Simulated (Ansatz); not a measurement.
Cell and atoms of amorphous In$_{9}$Ga$_{9}$Zn$_{9}$O$_{39}$W:

```xyz
67
Lattice="9.2256 0.2040 -0.0726 0.2040 9.9124 0.0958 -0.0726 0.0958 9.3088" Properties=species:S:1:pos:R:3 pbc="T T T"
In     8.5147     4.2535     4.0235
In     1.9746     3.8127     5.9158
In     8.2541     1.2715     5.6326
In     4.1915     0.9764     1.4726
In     2.0826     5.9602     3.2935
In     7.2348     7.0710     3.8378
In     0.2191     1.1832     9.0116
In     5.6319     7.4114     0.2319
In     4.2503     2.7393     7.7539
Ga     7.0957     1.3210     2.3978
Ga     1.5017     9.7756     3.0183
Ga     1.8869     3.1199     2.0139
Ga     7.4545     4.2066     6.9860
Ga     8.6122     8.7096     1.3207
Ga     0.4712     8.0891     4.8469
Ga     8.4693     8.2084     7.4136
Ga     2.3675     0.3984     6.2794
Ga     2.8684     7.2419     6.6160
Zn     0.2799     5.5730     0.1676
Zn     4.9937     1.8452     4.6975
Zn     6.5924     0.7130     8.1637
Zn     4.2750     8.0089     3.1964
Zn     5.7603     8.8741     6.0583
Zn     3.1461     5.3355     9.2082
Zn     2.5627     8.7803     9.2913
Zn     7.7320     3.5925     0.3708
Zn     5.1140     5.2674     5.3439
O      5.3660     7.4202     4.6685
O      5.1809     5.3273     0.4811
O      7.9189     8.3566     5.5495
O      3.7145     8.8696     6.2021
O      8.9374     9.2777     3.1754
O      9.1022     7.7506     9.1302
O      9.1420     3.4195     5.9725
O      4.8045     1.1376     8.8394
O      5.5322     4.0837     6.8974
O      3.0596     5.6967     5.4897
O      2.2784     8.0974     3.6527
O      6.3168     2.8906     1.5098
O      3.3615     7.1684     8.4424
O      1.2176     9.3716     1.1515
O      8.0081     2.2001     3.7366
O      7.9160     5.2457     8.4924
O      1.0214     7.4703     6.5595
O      9.3092     6.5038     3.8471
O      0.3350     2.6953     1.0739
O      8.7171    10.0862     7.5292
O      7.6522     2.5484     8.0377
O      3.7375     3.2475     1.4589
O      5.4719     0.7002     3.1085
O      6.1333     0.9261     6.0000
O      4.9392     3.6723     3.9176
O      6.9369     5.0898     2.6519
O      4.2253     8.6910     1.3460
O      1.7473     5.1633     1.2885
O      7.6254     0.4960     0.8030
O      1.4690     3.8899     3.7364
O      2.0520     0.5923     8.0988
O      2.4188     1.3104     2.6161
O      6.5139     8.4062     7.9214
O      0.9469     0.1754     5.0494
O      4.1477     5.8477     2.7597
O      2.5487     3.9513     7.9486
O      7.2047     5.2782     5.3619
O      7.0599     7.7217     1.8048
O      3.2740     2.0425     5.8579
W      5.2490     4.3920     2.2075
```

Level of theory: PBE, scalar-relativistic without spin-orbit coupling (plane waves to 420 eV, PAW; Ansatz, a quantum-chemistry and plane-wave program).

A CHGNet melt-quench gave the starting glass, which DFT then relaxed. O atoms were pushed apart under 1.9 Å during the dynamics, to hinder bonds among them. The hot cell started wider than the set density and was brought back towards it in steps. It is the lowest in DFT energy of 2 quenches. It is a model cell: composition and starting density were chosen by hand, and all elements were melted together. No dispersion term was used. Its density started from a set value of 5.97 and ended at 5.97 g/cm³. The simulated quench (nominally 320 K/ps over its main leg) is rapid and tends to freeze in more defects than a deposited or slowly cooled glass has. One small periodic cell is one sample of the glass; other quenches scatter about these values. The volume was held where the preparation left it and the shape relaxed, at a PBE pressure of 0.7 GPa. Stress components on the final sampling reach 0.8 GPa.

Bonds are counted up to In-In 3.12 Å, In-Ga 2.90 Å, In-Zn 2.90 Å, In-O 2.60 Å, In-W 3.08 Å, Ga-Ga 2.68 Å, Ga-Zn 2.68 Å, Ga-O 2.36 Å, Ga-W 2.86 Å, Zn-Zn 2.68 Å, Zn-O 2.42 Å, Zn-W 2.86 Å, O-O 1.58 Å, O-W 2.51 Å, W-W 3.04 Å. Two cations that share two anions don't count as bonded, nor two that share one unless they lie closer than In-In 3.04 Å, In-Ga 2.82 Å, In-Zn 2.82 Å, In-W 3.00 Å, Ga-Ga 2.61 Å, Ga-Zn 2.61 Å, Ga-W 2.78 Å, Zn-Zn 2.61 Å, Zn-W 2.78 Å, W-W 2.95 Å.

Give the coordination numbers, mean bond lengths and angles.


```yaml
Mean coordination of In by anions: 5.33 (1 with 4, 4 with 5, 4 with 6)
Mean coordination of Ga by anions: 4.78 (3 with 4, 5 with 5, 1 with 6)
Mean coordination of Zn by anions: 4.33 (1 with 3, 5 with 4, 2 with 5, 1 with 6)
Mean coordination of O: 3.49 (20 with 3, 19 with 4)
Mean coordination of W by anions: 6.00 (1 with 6)
Mean In-O bond: 2.195 Å (spread 0.101 Å, 48 counted)
Mean Ga-O bond: 1.955 Å (spread 0.091 Å, 43 counted)
Mean Zn-O bond: 2.051 Å (spread 0.101 Å, 39 counted)
Mean O-W bond: 1.940 Å (spread 0.057 Å, 6 counted)
Bond angle at In: mean 104.6°, spread 27.7°
Bond angle at Ga: mean 106.8°, spread 25.3°
Bond angle at Zn: mean 107.6°, spread 24.4°
Bond angle at O: mean 111.3°, spread 17.9°
Bond angle at W: mean 106.0°, spread 32.1°
```

List the pairs of like atoms that count as bonded by the rules above.

There are none by these rules.

What Bader charges do the atoms carry, from a run on the zone centre alone?

Means (range): In +1.84 e (+1.77 to +1.87), Ga +1.85 e (+1.82 to +1.88), Zn +1.26 e (+1.22 to +1.29), O -1.22 e (-1.27 to -1.13), W +3.00 e (+3.00 to +3.00).
```json
[
 {"atom": "In1", "charge (e)": "+1.85"},
 {"atom": "In2", "charge (e)": "+1.82"},
 {"atom": "In3", "charge (e)": "+1.84"},
 {"atom": "In4", "charge (e)": "+1.83"},
 {"atom": "In5", "charge (e)": "+1.87"},
 {"atom": "In6", "charge (e)": "+1.87"},
 {"atom": "In7", "charge (e)": "+1.85"},
 {"atom": "In8", "charge (e)": "+1.84"},
 {"atom": "In9", "charge (e)": "+1.77"},
 {"atom": "Ga10", "charge (e)": "+1.84"},
 {"atom": "Ga11", "charge (e)": "+1.85"},
 {"atom": "Ga12", "charge (e)": "+1.87"},
 {"atom": "Ga13", "charge (e)": "+1.85"},
 {"atom": "Ga14", "charge (e)": "+1.86"},
 {"atom": "Ga15", "charge (e)": "+1.84"},
 {"atom": "Ga16", "charge (e)": "+1.88"},
 {"atom": "Ga17", "charge (e)": "+1.82"},
 {"atom": "Ga18", "charge (e)": "+1.82"},
 {"atom": "Zn19", "charge (e)": "+1.22"},
 {"atom": "Zn20", "charge (e)": "+1.27"},
 {"atom": "Zn21", "charge (e)": "+1.29"},
 {"atom": "Zn22", "charge (e)": "+1.24"},
 {"atom": "Zn23", "charge (e)": "+1.29"},
 {"atom": "Zn24", "charge (e)": "+1.26"},
 {"atom": "Zn25", "charge (e)": "+1.25"},
 {"atom": "Zn26", "charge (e)": "+1.24"},
 {"atom": "Zn27", "charge (e)": "+1.28"},
 {"atom": "O28", "charge (e)": "-1.18"},
 {"atom": "O29", "charge (e)": "-1.15"},
 {"atom": "O30", "charge (e)": "-1.25"},
 {"atom": "O31", "charge (e)": "-1.24"},
 {"atom": "O32", "charge (e)": "-1.26"},
 {"atom": "O33", "charge (e)": "-1.23"},
 {"atom": "O34", "charge (e)": "-1.23"},
 {"atom": "O35", "charge (e)": "-1.16"},
 {"atom": "O36", "charge (e)": "-1.21"},
 {"atom": "O37", "charge (e)": "-1.22"},
 {"atom": "O38", "charge (e)": "-1.26"},
 {"atom": "O39", "charge (e)": "-1.21"},
 {"atom": "O40", "charge (e)": "-1.23"},
 {"atom": "O41", "charge (e)": "-1.25"},
 {"atom": "O42", "charge (e)": "-1.22"},
 {"atom": "O43", "charge (e)": "-1.21"},
 {"atom": "O44", "charge (e)": "-1.27"},
 {"atom": "O45", "charge (e)": "-1.25"},
 {"atom": "O46", "charge (e)": "-1.24"},
 {"atom": "O47", "charge (e)": "-1.23"},
 {"atom": "O48", "charge (e)": "-1.24"},
 {"atom": "O49", "charge (e)": "-1.23"},
 {"atom": "O50", "charge (e)": "-1.22"},
 {"atom": "O51", "charge (e)": "-1.21"},
 {"atom": "O52", "charge (e)": "-1.13"},
 {"atom": "O53", "charge (e)": "-1.13"},
 {"atom": "O54", "charge (e)": "-1.21"},
 {"atom": "O55", "charge (e)": "-1.21"},
 {"atom": "O56", "charge (e)": "-1.25"},
 {"atom": "O57", "charge (e)": "-1.22"},
 {"atom": "O58", "charge (e)": "-1.23"},
 {"atom": "O59", "charge (e)": "-1.23"},
 {"atom": "O60", "charge (e)": "-1.22"},
 {"atom": "O61", "charge (e)": "-1.24"},
 {"atom": "O62", "charge (e)": "-1.16"},
 {"atom": "O63", "charge (e)": "-1.19"},
 {"atom": "O64", "charge (e)": "-1.22"},
 {"atom": "O65", "charge (e)": "-1.22"},
 {"atom": "O66", "charge (e)": "-1.23"},
 {"atom": "W67", "charge (e)": "+3.00"}
]
```
